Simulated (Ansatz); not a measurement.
## A constructed model of the (0001) surface of hcp Zr, a layer of Ga in place of the second plane (bottom of the slab: a bare face, its two planes held)

Computed with PBE (plane waves to 420 eV, PAW; Ansatz, a program for electronic structure).

Set-up: 6 atoms, 12.3 Å thick at the start; mesh 13x13x1; 0.1 eV smearing; dipole correction on; 2 atoms held, the rest relaxed; held to the start's symmetry, so lower structures may exist; no spin, no spin-orbit, no U. It is one candidate, not shown to be the stable structure of the face.

- work function of the top face = 4.15 eV
- energy released by relaxation = 0.005 eV
- cost = around 100 core-seconds (rough)
